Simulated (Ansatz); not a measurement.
Base system: Ga₂O₃ in the corundum structure (space group R-3c, No. 167).

Ga2O3 is modelled in the trigonal space group R-3c, hexagonal axes (No. 167), the corundum structure, Pearson symbol hR10. Conventional cell: a = 4.9846 Å, b = 4.9846 Å, c = 13.4416 Å, α = 90.00°, β = 90.00°, γ = 120.00°. Ga on 12c is coordinated by 3 O at 1.925 Å and 3 O at 2.073 Å. O on 18e has 2 Ga at 1.925 Å and 2 Ga at 2.073 Å. (Neighbours: up to the widest gap in distance over summed covalent radii, below 1.35, at either atom; cation-cation and far metal-metal contacts left out.)
(The calculation used a cell of 10 atoms; values per cell refer to that cell.)

Calculations: DFT with r2SCAN, PAW potentials and a 500 eV plane-wave cutoff in Ansatz (an electronic-structure program), without spin-orbit coupling.

For the base:

| Item | Value |
|---|---|
| Gap character | indirect, Γ–S₀ (50 % along) → Γ |
| Lattice parameter a | 4.985 Å |

One thing is altered: full substitution Ga → Al; the structure is relaxed again.

Tabulated Pauling electronegativity and covalent radius: Ga 1.81, 1.22 Å; Al 1.61, 1.21 Å.

Q: Predict the new valence-band top at Γ, gap character and lattice parameter a.

A: The valence-band top at Γ (three highest levels, from the VBM) comes out as 0.00, -0.05, -0.05 eV; the gap character changes from indirect, Γ–S₀ (50 % along) → Γ to direct at Γ; the lattice parameter a decreases by 0.226 Å (4.985 Å → 4.759 Å).

No phonon test of stability was made.
